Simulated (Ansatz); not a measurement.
The structure below was relaxed with Ansatz (a quantum-chemistry and plane-wave program) PBE-D3(BJ), no spin-orbit coupling, at pressure −2 GPa.

Space group P6₃/mmc (No. 194); a = b = 3.535 Å, c = 14.274 Å, α = β = 90.00°, γ = 120.00°

```json
[
 {"atom": "Te", "site": "4f", "symmetry": "3m.", "x": "0.6667", "y": "0.3333", "z": "0.1231"},
 {"atom": "Mo", "site": "2c", "symmetry": "-6m2", "x": "0.3333", "y": "0.6667", "z": "0.2500"}
]
```

Q: Write out a cell with all atoms.

A: 
```xyz
6
Lattice="3.5347 0.0000 0.0000 -1.7673 3.0611 0.0000 0.0000 0.0000 14.2739" Properties=species:S:1:pos:R:3 pbc="T T T"
Te     1.7673     1.0204     5.3801
Te     0.0000     2.0407    12.5171
Te     0.0000     2.0407     8.8937
Te     1.7673     1.0204     1.7568
Mo     1.7673     1.0204    10.7054
Mo     0.0000     2.0407     3.5685
```
This is the conventional cell.

Load acts through the strain it causes; cell and atoms are relaxed under it. No phonon test of stability was made. The cell was made from MoTe$_{2}$ (space group P6_3/mmc, No. 194; layered, stacked along the Cartesian z axis) by this change: pressure −2 GPa. The program warned that a D3 coordination switch lies within reach, so dispersion energies are less smooth here.
